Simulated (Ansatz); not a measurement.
## Effort and miss along a sweep of basis.ecutwfc: Sb2Pt (Pa-3, 12 atoms in the cell)

Cell: a = 6.5648 Å, b = 6.5648 Å, c = 6.5648 Å, α = 90.00°, β = 90.00°, γ = 90.00°.

Method: PBE, PAW files (plane waves; Ansatz, a first-principles code).

Base settings: basis.ecutwfc = 420 eV; kpoints.mp_grid.grid = 5 5 5; hamiltonian.xc = pbe; hamiltonian.pseudopotentials = {kind: paw} (the program's default PAW files); scf.occupations.method = cold; scf.occupations.width = 0.136 eV.

Misses are taken against the tightest run, 840 eV, which need not be fully converged itself. The energy is the free energy per atom.

The count of work is k-points × plane waves × bands × iterations; it is no time, and leaves out set-up, grids and terms that scale otherwise. 

Ansatz's pressure holds its estimate of the finite-basis (Pulay) stress, which hides part of the cutoff error; the uncorrected pressure shows it.

The starting cell comes from a database of computed structures (which also holds hypothetical and non-ambient phases and stackings), without a prior relaxation at this level. Its lattice was rescaled by a random factor within 2.5 % of one. Spin polarisation is off. Ansatz's pressure includes its estimate of the finite-basis (Pulay) stress.

The runs (basis.ecutwfc): 170 eV | 210 eV | 250 eV | 295 eV | 335 eV | 380 eV | 420 eV | 485 eV | 545 eV | 630 eV | 735 eV | 840 eV.

Q: Which is the coarsest setting among those run that, with all tighter ones, holds the energy within 20 meV/atom of the reference, and what does it save?

A: 335 eV, off by 9.3 meV/atom; it needs 0.25 of the reference's count of work.

Q: Which is the coarsest setting among those run that, with all tighter ones, holds the energy within 2 meV/atom of the reference, and what does it save?

A: 420 eV, off by 1.5 meV/atom; it needs 0.35 of the reference's count of work.

Q: What does the step from 210 eV to 545 eV buy?

A: It takes the miss in the energy from 4000 to 0.21 meV/atom, for 4.2 times the count of work.

| basis.ecutwfc | energy less reference (meV/atom) | pressure less reference (GPa) | largest difference in the force on any atom (eV/Å) | uncorrected pressure less reference (GPa) | count of work / reference |
|---|---|---|---|---|---|
| 170 eV | 17808.53 | -4.27 | 0.700 | -510.79 | 0.088 |
| 210 eV | 4011.86 | -3.22 | 0.165 | -149.53 | 0.12 |
| 250 eV | 766.32 | 1.34 | 0.013 | -37.37 | 0.16 |
| 295 eV | 84.35 | 0.25 | 0.016 | -5.75 | 0.21 |
| 335 eV | 9.32 | 0.04 | 0.000 | -0.71 | 0.25 |
| 380 eV | 2.17 | 0.02 | 0.000 | -0.02 | 0.30 |
| 420 eV | 1.46 | 0.01 | 0.000 | -0.02 | 0.35 |
| 485 eV | 0.49 | 0.01 | 0.000 | -0.01 | 0.44 |
| 545 eV | 0.21 | 0.00 | 0.000 | 0.00 | 0.53 |
| 630 eV | 0.08 | 0.00 | 0.000 | 0.00 | 0.65 |
| 735 eV | 0.03 | 0.00 | 0.000 | 0.00 | 0.83 |
| 840 eV | 0.00 | 0.00 | 0.000 | 0.00 | 1.0 |

Keys are those of Ansatz 0.2.
